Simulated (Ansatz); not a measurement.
A relaxation of cell and atoms of Ta3Ge (Fm-3m, 4 atoms in the cell) with Ansatz (a quantum-chemistry and plane-wave program).

Method of the run: PBE-D3BJ (plane waves, PAW; Ansatz).

```
Ta3Ge
1.0
    0.00000     3.46996     3.46996
    3.46996     0.00000     3.46996
    3.46996     3.46996     0.00000
Ge Ta
1 3
Direct
  0.00000   0.00000   0.00000
  0.50000   0.50000   0.50000
  0.25000   0.25000   0.25000
  0.75000   0.75000   0.75000
```

Reference input (self-consistent single point, DFT, PBE, plane waves, default PAW files): basis.ecutwfc = 420 eV; kpoints.mp_grid.grid = 8 8 8; hamiltonian.xc = pbe; hamiltonian.pseudopotentials = {kind: paw} (the program's default PAW files); scf.occupations.method = cold; scf.occupations.width = 0.1 eV. This run's input differs from it in these lines:

```diff
@@ -18,2 +18,3 @@
   xc: pbe
+  dispersion: d3bj
   pseudopotentials:
@@ -24,2 +25,4 @@
     width: 0.1
+relax:
+  cell: {}
 output:
```

Output, abridged:

```
   [... SCF lines of the steps left out ...]
relax step   1: F+E_penalty+E_count = -34092.19355874 eV  Δ(F+E_penalty+E_count) = +0.000e0 eV  max|allowed force component| = 1.156e-17 eV/Å  Δτ_max = 0.0000 Å  P = -26.057 GPa  Ω = 83.561 Å³  (6 SCF iters, dr2 threshold 1.00e-7 eV, accepted)
relax step   2: F+E_penalty+E_count = -34093.61695543 eV  Δ(F+E_penalty+E_count) = -1.423e0 eV  max|allowed force component| = 8.327e-17 eV/Å  Δτ_max = 0.0000 Å  P = -10.472 GPa  Ω = 71.926 Å³  energy of the carried Pulay correction = +3.311e-3 eV  [...]
   [... lines left out ...]
relax step   5: F+E_penalty+E_count = -34093.77017121 eV  Δ(F+E_penalty+E_count) = -1.716e-4 eV  max|allowed force component| = 2.035e-16 eV/Å  Δτ_max = 0.0000 Å  P = -0.013 GPa  Ω = 67.480 Å³  energy of the carried Pulay correction = +4.712e-3 eV  [...]
relax step   6: F+E_penalty+E_count = -34093.76765542 eV  Δ(F+E_penalty+E_count) = +2.516e-3 eV  max|allowed force component| = 2.174e-16 eV/Å  Δτ_max = 0.0000 Å  P = -0.046 GPa  Ω = 67.480 Å³  stress off target by 4.61e-2 GPa  SCF on the basis [...]
basis re-selected at this cell: Δ(F+E_penalty+E_count) = +2.516e-3 eV, ΔP = -0.033 GPa vs the last step
the relaxation is at rest under the 48 symmetry operations that the run kept from its start: a minimum is not shown …
Stability not checked (fill_not_monotonic)
Free energy (F): -34093.767655 eV
Internal energy: -34093.768580 eV  (E = F + TS)
   [... lines left out ...]
Fermi energy:    18.741112 eV
  cell:  # Å, volume = 67.4799 Å³
   [... lines left out ...]
  atoms:
    - { symbol: Ge, position: [5.688774158604673e-34, -5.480457686311113e-34, -5.206737430001708e-34] }
    - { symbol: Ta, position: [0.49999999999999994, 0.49999999999999994, 0.49999999999999994] }
    - { symbol: Ta, position: [0.24999999999999997, 0.24999999999999997, 0.24999999999999997] }
    - { symbol: Ta, position: [0.7499999999999998, 0.7499999999999998, 0.7499999999999998] }
```

The run converged. 

Summary of the result:
```
Item                                                                                                                    Value
-----------------------------------------------  ----------------------------------------------------------------------------
Free energy E − TS (on the zero of these files)                                                                -34093.7677 eV
Fermi level (on the code's own zero)                                                                                 18.74 eV
Pressure                                                                                                            -0.05 GPa
Dispersion energy                                                                                                   -2.486 eV
Final cell                                       a = 4.5698 Å, b = 4.5698 Å, c = 4.5698 Å, α = 60.00°, β = 60.00°, γ = 60.00°
Final volume per atom                                                                                                16.87 Å³
Relaxation steps                                                                                                            6
```

The starting cell was generated: these elements placed on a structure prototype, without a prior relaxation; it need not be a known phase or ordering of this composition. Spin polarisation is off. The relaxation keeps the symmetry of its start, so its end need not be a minimum. Ansatz's pressure includes its estimate of the finite-basis (Pulay) stress.

Keys are those of Ansatz 0.2.
